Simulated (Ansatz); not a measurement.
The parent structure is Os in the hcp (Mg type) structure (space group P6_3/mmc, No. 194; a = 2.7290 Å, c = 4.3091 Å; relaxed with 0.1 eV smearing). Axes: x lies along a and z along c of the hexagonal cell.

Level of theory: PBEsol, PAW, 420 eV (Ansatz, a first-principles code; without spin-orbit coupling).

Base values:

The shortest interatomic distance is 2.669 Å. The band gap is zero.

Modification: tensor shear ε_xz = +0.86 % (engineering shear γ = 0.0172), atoms relaxed at fixed cell.

Question: Estimate the effect on the energy relative to the base.

Answer: The energy rises by 3.5 meV/atom.

Question: Estimate the effect on the stress.

Answer: The stress (xx, yy, zz, yz, xz, xy; compression positive) is (0.1, 0.1, 0.2, 0.0, -4.7, 0.0) GPa.

Question: What happens to the shortest interatomic distance?

Answer: The shortest interatomic distance falls by 0.0186 Å to 2.651 Å.

Question: How does this affect the band gap?

Answer: The band gap is still zero.

The cells carry an imposed strain or load. Whether these cells are dynamically stable was not tested. All final runs are without spin polarisation.
